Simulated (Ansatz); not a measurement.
Abridged Ansatz (an electronic-structure program) output:

```
Pseudopotential: P, paw, valence charge 5
Pseudopotential: Ru, paw, valence charge 16
Crystal: 8 atoms, lattice volume = 103.141 Å³
Basis set: ecut = 420 eV, 2041 PW (Γ), exchange–correlation on 50×100×50 points (8 copies of the dense FFT grid, shifted against one another)
Bands: 63, of which v1, the nominal top of the filled ones, is band 53 counted from 1 (52 counted from 0)
Symmetry: 8 space group operations
k-points: 196 of 1183
Functional: x = pbe(κ = 0.804, μ = 0.2195149727645171), c = pbe(β = 0.06672455060314922)
SCF iter   1: F=—  HF=-36790.825804 eV  |F-HF|=—  |Δ(HF+E_count)|=         —  Δρ=9.25e-2  dr2=8.76e0  ethr=3.10e-3  ⟨swp⟩=5.9  Hψ=44183  notcnv=0
SCF iter   2: F=—  HF=-36788.793594 eV  |F-HF|=—  |Δ(HF+E_count)|=    2.03e0  Δρ=4.40e-2  dr2=1.80e0  ethr=3.10e-3  ⟨swp⟩=2.0  Hψ=20521  notcnv=0  defer=215
SCF 1 converged in 9 iterations: F = -36788.304689 eV  dr2 = 1.86e-10
SCF converged after 9 iterations
Free energy (F): -36788.304689 eV
Internal energy: -36788.255487 eV  (E = F + TS)
E sigma→0 (E₀):  -36788.280088 eV
Entropy (-TS):   -0.049202 eV (-6.150 meV/atom)
Fermi energy:    21.985629 eV
  E_disp       = -5.026320  (pairwise vdW)
--- Forces (eV/Å), atoms counted from 1 ---
  atom   1  P      0.00000000     0.00000000     0.00084100
  atom   2  Ru     0.00000000     0.00000000     0.00064224
  atom   3  Ru     0.00000000     0.00010280     0.00013585
  atom   4  Ru    -0.00000000    -0.00010280     0.00013585
  atom   5  Ru    -0.00000000    -0.00010280    -0.00013585
  atom   6  Ru    -0.00000000     0.00010280    -0.00013585
  atom   7  Ru     0.00000000     0.00000000    -0.00064224
  atom   8  P      0.00000000     0.00000000    -0.00084100
--- Stress (GPa, compression-positive) ---
        0.000232       0.000000       0.000000
        0.000000      -0.004577       0.000000
        0.000000       0.000000      -0.005998
  P = ⅓ Tr σ = -0.0034 GPa (-0.034 kbar)
```

Task: What was computed, and what are the main results?

Result: Ru3P, 8 atoms in the cell, with Kohn–Sham DFT with the PBE-D3(BJ) functional, run in Ansatz with PAW and 420 eV plane waves, spin-orbit coupling left out, earlier PAW set. The last SCF converged to F = -36788.304689 eV, or -4598.5381 eV per atom, at a pressure of 0.00 GPa. The total energy compares only with runs of the same code, potentials and settings.

These are small ordered cells, not random alloys; other orderings at the same x differ. Stability against distortions was not tested. The final runs are not spin-polarised. The cell was made from P by this change: x(Ru) = 0.75, 8 atoms, P2_1. Under x(Ru) = 0.75, 8 atoms, P2_1 the cell changed shape so far that it is another structure.
